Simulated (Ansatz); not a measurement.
A periodic model of amorphous Ge28Se28Ga3:

```xyz
59
Lattice="11.2724 -0.2807 -0.2414 -0.2807 11.7156 -0.1281 -0.2414 -0.1281 11.3204" Properties=species:S:1:pos:R:3 pbc="T T T"
Ge     7.2575     9.8326     6.0434
Ge     8.3936     6.6394     5.7753
Ge     6.0826     4.8753     5.1741
Ge     3.5951     4.2158     4.4239
Ge     9.1034     4.8379     4.1596
Ge     8.0448     2.7704    10.2780
Ge     8.4055    10.5913     0.0688
Ge     0.3316    10.1426     8.9482
Ge     1.0871     0.5118     1.7042
Ge     5.5838     7.3626     8.4430
Ge     3.1010     3.0619     6.6547
Ge     0.6065     3.3249     2.5791
Ge     2.8018     9.7257     4.1543
Ge     4.8771     1.2431     0.9841
Ge     1.1037     0.5750     5.8475
Ge     3.8968     4.7988    10.1056
Ge     1.1153     6.7368     0.2017
Ge    10.3323     8.7885     2.7552
Ge     5.3481     0.9981     7.1067
Ge     8.6047     0.3174     9.5110
Ge     7.2695     6.6966     1.3012
Ge    10.6100     8.0231     6.9356
Ge     1.6534     8.7933    10.5988
Ge     8.6046     7.7749     8.7741
Ge     4.9422     7.0912     4.5349
Ge     0.6435     5.5778     9.2119
Ge     9.9769     5.5798     0.4280
Ge     5.6887    10.5311    -0.1729
Se     2.2137    10.1763     1.3747
Se    10.9089     3.2383     0.0176
Se     9.4687     5.3863     8.6823
Se     7.0029     2.8643     7.4999
Se     8.0611     8.3149     3.8811
Se     3.3086     3.8045     1.9776
Se     0.2019     0.4531    10.5640
Se    10.9612     5.6315     2.8382
Se     0.8938     3.3569     8.0085
Se     2.5130     6.4803     4.3657
Se     4.9410     7.7539     2.1426
Se     9.5851     8.4610    10.9427
Se     6.2967     5.4022    10.3871
Se     7.3053     1.5612     0.9410
Se     9.6827    11.2389     2.1445
Se     4.0795     8.2463    10.3381
Se     4.2384     5.2022     7.5586
Se     2.1922    11.3260     7.7316
Se     4.2403     2.1519     9.9790
Se     0.2434     9.7122     5.2304
Se     4.6692     8.9662     6.0843
Se     6.1834    10.8795     8.7595
Se     3.1411     0.4966     4.3417
Se     1.4833     7.2164     7.6160
Se    10.0676     2.7284     4.7642
Se     6.7814     0.2053     4.9285
Se     7.1095     4.5324     2.7355
Se     9.7447    -0.1503     7.3423
Ga     1.9834     1.5553     9.3336
Ga     2.9362     6.2881     1.8703
Ga     8.4695     1.5383     6.1059
```

Calculation: PBE-D3(BJ), scalar-relativistic without spin-orbit coupling, PAW (Ansatz default set, large-core Se) (plane waves to 420 eV; Ansatz, a quantum-chemistry and plane-wave program).

A CHGNet melt-quench gave the starting glass, which DFT then relaxed. The hot cell started wider than the set density and was brought back towards it in steps. It is the lowest in DFT energy of 3 quenches. It is a model cell: composition and starting density were chosen by hand, and all elements were melted together. The geometry includes D3(BJ) dispersion. Its density started from a set value of 4.92 and ended at 4.95 g/cm³. Cooling (nominally 74 K/ps over its main leg) ran many orders faster than in experiment, which tends to leave more defects and strain. Values belong to this one cell and scatter from quench to quench. Volume and shape were free in the relaxation.

Bonds are counted up to Ge-Ge 2.85 Å, Ge-Se 2.92 Å, Ge-Ga 2.90 Å, Se-Se 2.76 Å, Se-Ga 2.90 Å, Ga-Ga 2.93 Å.

### Question
Give the coordination numbers, mean bond lengths and angles.

### Answer

- Mean coordination of Ge = 3.32 (2 with 2, 15 with 3, 11 with 4)
- Mean coordination of Se = 2.75 (8 with 2, 19 with 3, 1 with 4)
- Mean coordination of Ga = 4.00 (3 with 4)
- Mean Ge-Se bond = 2.587 Å (spread 0.116 Å, 66 counted)
- Mean Ge-Ge bond = 2.605 Å (spread 0.085 Å, 13 counted)
- Mean Se-Ga bond = 2.464 Å (spread 0.042 Å, 11 counted)
- Bond angle at Ge = mean 101.8°, spread 15.6°
- Bond angle at Se = mean 101.8°, spread 17.7°
- Bond angle at Ga = mean 109.0°, spread 11.0°
